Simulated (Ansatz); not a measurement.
**Cu2O with two functionals, holes 2.0×10^22 cm⁻³**

The parent structure is Cu2O (space group Pn-3m, No. 224; a = 4.299 Å).

(Cell as relaxed with PBE.)

Levels (all Ansatz, an electronic-structure program, PAW, earlier PAW set): PBE (420 eV, scalar-relativistic without spin-orbit coupling); r2SCAN (500 eV, no SOC).

Each level relaxes its own structure.

```
base                        PBE      r2SCAN
-------------------  ----------  ----------
volume per atom        13.24 Å³    12.74 Å³
lattice parameter a  8.124 bohr  8.021 bohr
band gap                0.47 eV     0.79 eV
```

Perturbation: holes 2.0×10^22 cm⁻³, on a uniform background at fixed cell.

| quantity | PBE | r2SCAN |
|---|---|---|
| shift of the gap caused by the change | +0.11 eV | +0.10 eV |
| Fermi level relative to the doped band's edge (positive inside the band; to 0.05 eV) | +0.45 eV | +0.45 eV |
| gap between the host's bands | 0.58 eV | 0.89 eV |
| gap character | direct at Γ | direct at Γ |

PBE's gap between the host's bands lies 0.31 eV below r2SCAN's; the two agree on the Fermi level from band edge and gap character. Neither level is exact; r2SCAN is the comparison here, not a measurement.

Charged cell with a jellium background: band edges are those of the host's band count, energies are not comparable with the neutral cell, and many-body gap narrowing is missing. Whether these cells are dynamically stable was not tested. No Hubbard U is applied. The final runs are not spin-polarised.
